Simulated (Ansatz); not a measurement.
Relaxation of the outer planes of the (112) surface of tetragonal indium in its 1x1 cell, outermost plane spacing 1.71 Å in the ideal cut.

Computed with PBE (plane waves to 420 eV, PAW; Ansatz, a first-principles code).

Model: 7-atom slab, 10.2 Å thick at the start (thin: gaps and levels are the slab's own), 11x8x1 mesh, Fermi-Dirac 0.1 eV, dipole correction, all atoms relaxed; start symmetry kept, larger cells not searched; no spin, no spin-orbit, no U.

```tsv
plane	atoms	bulk spacing to the next (Å)	relaxed spacing (Å)	change (%)	rumpling (Å)
1	In	1.707	…	…	0.00
2	In	1.707	1.741	2.0	0.00
```

### Question
Some entries are withheld; supply them.

### Answer

- 1, relaxed spacing (Å): 1.569
- 1, change (%): -8.1
